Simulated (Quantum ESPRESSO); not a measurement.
Worked example: self-consistent single point of InH (P6_3mc, 4 atoms in the cell) in Quantum ESPRESSO.

Level of theory: PBEsol, spin-orbit coupling, PseudoDojo fully relativistic norm-conserving (PBESOL) pseudopotentials (plane waves; Quantum ESPRESSO).

```
CELL_PARAMETERS angstrom
      3.43086     0.00000     0.00000
     -1.71543     2.97121     0.00000
      0.00000     0.00000     6.74451
ATOMIC_POSITIONS crystal
  In 0.33333 0.66667 0.34358
  In 0.66667 0.33333 0.84358
  H  0.33333 0.66667 0.03142
  H  0.66667 0.33333 0.53142
```

Reference input (self-consistent single point, DFT, PBEsol, plane waves, PseudoDojo standard norm-conserving (PBESOL) pseudopotentials): ecutwfc = 75 Ry; occupations = smearing; smearing = gauss; degauss = 0.0099958 Ry; potentials = {In: In.upf, H: H.upf}; K_POINTS = automatic 8 8 4 0 0 0; conv_thr = 1e-10 Ry; mixing_beta = 0.7. This run's input differs from it in these lines:

```diff
@@ -18,2 +18,4 @@
   degauss = 0.0099958
+  noncolin = .true.
+  lspinorb = .true.
 /
```

Its files differ too (potentials: PseudoDojo fully relativistic norm-conserving (PBESOL)).

Output (repeated stretches shortened):

```
     Self-consistent Calculation

     iteration #  1     ecut=    75.00 Ry     beta= 0.70

     Threshold (ethr) on eigenvalues was too large:
     Diagonalizing with lowered threshold

     total energy              =    -267.21229861 Ry
     estimated scf accuracy    <       0.09401642 Ry

     iteration #  2     ecut=    75.00 Ry     beta= 0.70

     total energy              =    -267.23638474 Ry
     estimated scf accuracy    <       0.01064298 Ry

     iteration #  3     ecut=    75.00 Ry     beta= 0.70

     total energy              =    -267.23824164 Ry
     estimated scf accuracy    <       0.00013692 Ry

   [... 4 blocks of this kind left out ...]

     iteration #  8     ecut=    75.00 Ry     beta= 0.70

     total energy              =    -267.23833141 Ry
     estimated scf accuracy    <          2.7E-09 Ry

     iteration #  9     ecut=    75.00 Ry     beta= 0.70
     End of self-consistent calculation

     the Fermi energy is     7.6195 ev

!    total energy              =    -267.23833141 Ry
     estimated scf accuracy    <          5.9E-12 Ry
     smearing contrib. (-TS)   =      -0.00168965 Ry
     internal energy E=F+TS    =    -267.23664176 Ry

     convergence has been achieved in   9 iterations

     Forces acting on atoms (cartesian axes, Ry/au):

     atom    1 type  1   force =     0.00000000    0.00000000   -0.00121748
     atom    2 type  1   force =     0.00000000   -0.00000000   -0.00121748
     atom    3 type  2   force =     0.00000000   -0.00000000    0.00121748
     atom    4 type  2   force =     0.00000000   -0.00000000    0.00121748

     Total force =     0.002435     Total SCF correction =     0.000001

          total   stress  (Ry/bohr**3)                   (kbar)     P=      -26.73
  -0.00017416  -0.00000000   0.00000000          -25.62       -0.00        0.00
  -0.00000000  -0.00017416  -0.00000000           -0.00      -25.62       -0.00
   0.00000000  -0.00000000  -0.00019687            0.00       -0.00      -28.96

   JOB DONE.
```

The run converged in 9 iterations. Against the reference run the pressure moves little (-2.64 to -2.67 GPa) and the largest force hardly changes (0.029 to 0.031 eV/Å).

The starting cell comes from a database of computed structures (which also holds hypothetical and non-ambient phases and stackings), without a prior relaxation at this level.

Cost on one core of a shared machine: roughly 90 s.
